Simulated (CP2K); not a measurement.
**A self-consistent single point of MoWSe4 (P3m1, 12 atoms in the cell) with CP2K**

Computed with CP2K with PBEsol, GPW, DZVP-MOLOPT-SR-GTH basis, GTH-PBE potentials (GTH_POTENTIALS).

Input:

```
&GLOBAL
  PROJECT bulk
  RUN_TYPE ENERGY_FORCE
  PRINT_LEVEL LOW
&END GLOBAL
&FORCE_EVAL
  METHOD Quickstep
  STRESS_TENSOR ANALYTICAL
  &DFT
    BASIS_SET_FILE_NAME BASIS_MOLOPT
    POTENTIAL_FILE_NAME GTH_POTENTIALS
    &QS
      METHOD GPW
      EPS_DEFAULT 1E-11
    &END QS
    &MGRID
      CUTOFF 500
      REL_CUTOFF 60
      NGRIDS 5
    &END MGRID
    &SCF
      SCF_GUESS ATOMIC
      EPS_SCF 1E-6
      MAX_SCF 100
      ADDED_MOS 17
      &DIAGONALIZATION
        ALGORITHM STANDARD
      &END DIAGONALIZATION
      &MIXING
        METHOD BROYDEN_MIXING
        ALPHA 0.2
        NBUFFER 8
      &END MIXING
      &SMEAR ON
        METHOD GAUSSIAN
        SIGMA [eV] 0.02
      &END SMEAR
    &END SCF
    &KPOINTS
      SCHEME MONKHORST-PACK 6 6 1
      GAMMA_CENTERED T
    &END KPOINTS
    &XC
      &XC_FUNCTIONAL
        &PBE
          PARAMETRIZATION PBESOL
        &END PBE
      &END XC_FUNCTIONAL
    &END XC
    &PRINT
      &MO
        EIGENVALUES T
        OCCUPATION_NUMBERS T
        NDIGITS 8
        FILENAME mo
        &EACH
          QS_SCF 0
        &END EACH
        ADD_LAST NUMERIC
      &END MO
      &MULLIKEN OFF
      &END MULLIKEN
    &END PRINT
  &END DFT
  &SUBSYS
    &CELL
      A 3.27867600 0.00000000 0.00000000
      B -1.63933800 2.83941700 0.00000000
      C 0.00000000 0.00000000 37.34603300
      PERIODIC XYZ
    &END CELL
    &COORD
      Mo       0.00000000     0.00000000     3.50753942
      Mo      -0.00000164     1.89294561    10.52411210
      W        0.00000000     0.00000000    17.53993786
      W       -0.00000164     1.89294561    24.55651054
      Se       0.00000000     0.00000000    12.17854136
      Se       0.00000000     0.00000000    26.21840901
      Se      -0.00000164     1.89294561     1.85385708
      Se      -0.00000164     1.89294561    15.87803939
      Se      -0.00000164     1.89294561     5.16159522
      Se      -0.00000164     1.89294561    19.20146287
      Se       0.00000000     0.00000000     8.87005630
      Se       0.00000000     0.00000000    22.89423861
    &END COORD
    &KIND Mo
      BASIS_SET DZVP-MOLOPT-SR-GTH-q14
      POTENTIAL GTH-PBE-q14
    &END KIND
    &KIND W
      BASIS_SET DZVP-MOLOPT-SR-GTH-q14
      POTENTIAL GTH-PBE-q14
    &END KIND
    &KIND Se
      BASIS_SET DZVP-MOLOPT-SR-GTH-q6
      POTENTIAL GTH-PBE-q6
    &END KIND
  &END SUBSYS
  &PRINT
    &FORCES ON
    &END FORCES
    &STRESS_TENSOR ON
    &END STRESS_TENSOR
  &END PRINT
&END FORCE_EVAL
```

The program printed (abridged):

```
 GLOBAL| Method name                                                        CP2K
 GLOBAL| Project name                                                       bulk
 GLOBAL| Run type                                                   ENERGY_FORCE

 TOTAL NUMBERS AND MAXIMUM NUMBERS

  Total number of            - Atomic kinds:                                   3
                             - Atoms:                                         12
                             - Shell sets:                                    12
                             - Shells:                                        72
                             - Primitive Cartesian functions:                 58
                             - Cartesian basis functions:                    236
                             - Spherical basis functions:                    208

  Maximum angular momentum of- Orbital basis functions:                        3
                             - Local part of the GTH pseudopotential:          2
                             - Non-local part of the GTH pseudopotential:      4

 SCF PARAMETERS         Density guess:                                    ATOMIC
                        max_scf:                                             100
                        max_diis:                                              4
                        eps_scf:                                        1.00E-06
                        eps_diis:                                       1.00E-01
                        eps_eigval:                                     1.00E-05
                        level_shift [a.u.]:                             0.000000
                        added MOs                                        17    0
                        Mixing method:                            BROYDEN_MIXING
                                                charge density mixing in g-space
                        Smear method:                                   GAUSSIAN
                        Smearing width (sigma) [a.u.]:                  7.35E-04
                        Accuracy threshold:                             1.00E-10
                        No outer SCF

 Extrapolation method: initial_guess

 Number of electrons:                                                        104
 Number of occupied orbitals:                                                 52
 Number of molecular orbitals:                                                69

 Number of orbital functions:                                                208
 Number of independent orbital functions:                                    208

 SCF WAVEFUNCTION OPTIMIZATION

  Step     Update method      Time    Convergence         Total energy    Change
     1 NoMix/Diag. 0.20E+00      -     1.52197789      -349.9994441367 -3.50E+02
     2 Broy./Diag. 0.20E+00      -     0.17251846      -353.1991024941 -3.20E+00
     3 Broy./Diag. 0.20E+00      -     0.05252389      -350.0150002086  3.18E+00
     4 Broy./Diag. 0.20E+00      -     0.04486395      -348.3016536981  1.71E+00
     5 Broy./Diag. 0.20E+00      -     0.01912560      -348.2271952438  7.45E-02
     6 Broy./Diag. 0.20E+00      -     0.00759479      -348.0092274250  2.18E-01
     7 Broy./Diag. 0.20E+00      -     0.00359770      -348.1800950143 -1.71E-01
   [... 14 lines left out ...]
    22 Broy./Diag. 0.20E+00      -     0.00000760      -348.1810360264 -3.18E-05
    23 Broy./Diag. 0.20E+00      -     0.00000468      -348.1810249736  1.11E-05
    24 Broy./Diag. 0.20E+00      -     0.00000259      -348.1810133810  1.16E-05
    25 Broy./Diag. 0.20E+00      -     0.00000139      -348.1810112274  2.15E-06
    26 Broy./Diag. 0.20E+00      -     0.00000089      -348.1810122877 -1.06E-06

  *** SCF run converged in    26 steps ***

  Electronic density on regular grids:       -104.0000000000        0.0000000000
  Core density on regular grids:              103.9999999986       -0.0000000014
  Total charge density on r-space grids:       -0.0000000013
  Total charge density g-space grids:          -0.0000000013

  Overlap energy of the core charge distribution:               0.00000003131159
  Self energy of the core charge distribution:               -621.24599580703193
  Core Hamiltonian energy:                                    137.96870890428661
  Hartree energy:                                             182.57977468575564
  Exchange-correlation energy:                                -47.48350010204718
  Smearing free energy correction:                             -0.00000000000000
  Fermi energy:                                                 0.17857232096597

  Total energy:                                              -348.18101228772525
  Total energy (extrapolated to sigma->0):                   -348.18101228772525

 ENERGY| Total FORCE_EVAL ( QS ) energy [hartree]           -348.181004478400837

 FORCES| Atomic forces [hartree/bohr]
 FORCES|   Atom     x               y               z               |f|
 FORCES|      1 -6.06549761E-07  3.58252693E-07  3.97574207E-04   3.97574831E-04
 FORCES|      2  6.04866582E-07 -3.60697592E-07  1.00578539E-04   1.00581005E-04
 FORCES|      3 -6.37563641E-07  3.85539562E-07 -1.17811176E-04   1.17813532E-04
 FORCES|      4  6.37828035E-07 -3.86894286E-07 -1.30856225E-04   1.30858352E-04
 FORCES|      5 -3.03146194E-07  2.34474053E-07  8.29800685E-03   8.29800686E-03
 FORCES|      6 -3.18941950E-07  1.93008646E-07  8.19305244E-03   8.19305245E-03
 FORCES|      7  2.94209646E-07 -1.75158068E-07 -7.93519892E-03   7.93519893E-03
 FORCES|      8  3.16346092E-07 -2.43403850E-07 -9.09533325E-03   9.09533326E-03
 FORCES|      9  3.01603215E-07 -1.79054650E-07  8.52640945E-03   8.52640946E-03
 FORCES|     10  3.16824960E-07 -2.46497752E-07  9.14505757E-03   9.14505758E-03
 FORCES|     11 -3.03225188E-07  1.82572131E-07 -8.47528103E-03   8.47528104E-03
 FORCES|     12 -3.19204243E-07  2.47637721E-07 -8.90441355E-03   8.90441356E-03
 FORCES| Sum    -1.69524476E-08  9.77860834E-09  1.78489583E-06
 FORCES| Total atomic force                                       1.78500312E-06

 STRESS| Analytical stress tensor [bar]
 STRESS|                        x                   y                   z
 STRESS|      x        1.28421777980E+04  -2.61387184372E-01  -3.84576836144E-04
 STRESS|      y       -2.61387184372E-01   1.28418560034E+04   2.66672856603E-03
 STRESS|      z       -3.84576836144E-04   2.66672856603E-03   2.24400530950E+04
 STRESS| 1/3 Trace                                             1.60413622988E+04
```

The run converged in 26 iterations.

The starting cell comes from a database of computed structures (which also holds hypothetical and non-ambient phases and stackings), without a prior relaxation at this level. Its lattice was rescaled by a random factor within 2.5 % of one. Values carry the incompleteness of an atom-centred basis. The potentials were made for another functional than the one used.

Cost on one core of a shared machine: roughly 6 min.
